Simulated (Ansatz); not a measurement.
The parent structure is Cs (space group I4_1/amd, No. 141; a = 5.023 Å, c = 18.197 Å; a cell from a computed database, its experimental status unchecked; relaxed with 0.1 eV smearing). Axes: x, y, z lie along a, b, c of the conventional cell.

Method: PBEsol in Ansatz (plane waves to 420 eV, PAW, scalar-relativistic without spin-orbit coupling).

Strains are applied to the cell and any free atomic positions relax; under biaxial strain the out-of-plane vector relaxes too.

One change was made to it. Results:

```tsv
quantity	base	after
energy relative to the base (free energy F)	0 meV/atom	+0.3 meV/atom
band gap	zero	zero
```

### Question
Name the change that was made.
A) isotropic strain +2.28 %
B) uniaxial strain ε_zz = −1.30 %
C) biaxial strain −4.31 %, plane normal [001], relaxed out of plane

### Answer
B, uniaxial strain ε_zz = −1.30 %. For comparison, the energy relative to the base in the other runs: isotropic strain +2.28 % gives +2.9 meV/atom; biaxial strain −4.31 %, plane normal [001], relaxed out of plane gives +6.2 meV/atom.

No phonon test of stability was made. This is not the structure that Cs has at room temperature and ambient pressure.

Ansatz is a quantum-chemistry and plane-wave program.
